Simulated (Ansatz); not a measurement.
# Ta5Ge3 (I4/mcm, No. 140, 16 atoms in the cell; start mp-17615)

These are r²SCAN+rVV10 (plane waves, PAW; Ansatz, a first-principles code) values and carry that method's errors.

Run with plane-wave cutoff 500 eV, 10×10×10 k mesh, Fermi–Dirac smearing 0.05 eV, scalar-relativistic PAW data made under PBE.

Cell (relaxed at this level):

Space group I4/mcm (No. 140); a = b = 10.083 Å, c = 5.141 Å, α = β = γ = 90.00°

```
atom  site  symmetry       x       y       z
----  ----  --------  ------  ------  ------
Ta     16k       m..  0.2231  0.0747  0.0000
Ta      4b      -42m  0.0000  0.5000  0.2500
Ge      8h      m.2m  0.1667  0.3333  0.0000
Ge      4a       422  0.0000  0.0000  0.2500
```
(The calculation used a cell of 16 atoms; values per cell refer to that cell.)

```json
{
 "band_gap": "zero (no gap)"
}
```

Note: the relaxation could not lower the start's symmetry, so the cell can be a saddle point above a distorted one.

Spin–orbit coupling is not included.

Static lattice: no zero-point or thermal effects.

A start named mp-… is a Materials Project structure, which need not be a measured phase.
